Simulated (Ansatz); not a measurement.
## Migration barriers: O-vacancy pair in wurtzite AlN, charge state +2

Defect: O-vacancy pair (O on one host N site, one N site vacant) in wurtzite AlN, charge state +2. The numbers are results of PBE, PAW (plane waves to 420 eV; Ansatz, a quantum-chemistry and plane-wave program), not measurements.

Settings: 72 host sites, the relaxed PBE lattice, the Γ point alone, smearing 0.01 eV, spin-restricted, no image-charge correction. No zero-point or tunnelling terms. The charge state is imposed; whether it is stable for some Fermi level was not computed. Forms of the defect that were not tried may lie lower.

Barriers: single points on a 2×2×2 k-point mesh shifted by half a step along c at the bands' geometries (they differ from the bands' own by up to 0.47 eV, and are uncertain by about as much).

```csv
Route,Start site over the lowest site run (eV),Hop (Å),Forward barrier (eV),Backward barrier (eV),Neighbours at the start,Neighbours at the saddle,Saddle order,"Forward, on the band's own sampling (eV)"
direct exchange of O with the vacancy (O-vacancy distance between ideal sites 3.09 Å throughout),0.18,3.07,3.75,3.77,"Al at 1.93, 2 Al at 1.97, Al at 2.02 Å","Al at 1.73, Al at 1.86 Å","inconclusive, on a symmetry element",3.45
a nearby N atom hops onto the vacant site (O-vacancy distance between ideal sites 3.09 Å throughout),0.18,3.08,3.92,3.92,"Al at 1.88, Al at 1.90, Al at 1.92, Al at 1.93 Å","Al at 1.79, 2 Al at 2.14, 2 Al at 2.28 Å",first order,3.45
a nearby N atom hops onto the vacant site (O-vacancy distance between ideal sites 3.09 → 4.40 Å),0.18,3.12,4.12,4.30,"Al at 1.87, Al at 1.90, 2 Al at 1.92 Å","Al at 1.79, Al at 2.17, Al at 2.18, Al at 2.21, Al at 2.23 Å",first order,3.66
```

Paths come from nudged elastic bands with a climbing image. Of the routes that converged and passed our checks, the lowest saddle point lies 3.92 eV above the lowest of the sites run (direct exchange of O with the vacancy (O-vacancy distance between ideal sites 3.09 Å throughout)); other sites, such as split forms, and other routes may lie lower. A band can be held on a symmetry element, so unchecked saddle points there may be too high.

The whole set of runs took very roughly 1.2 core-hours.
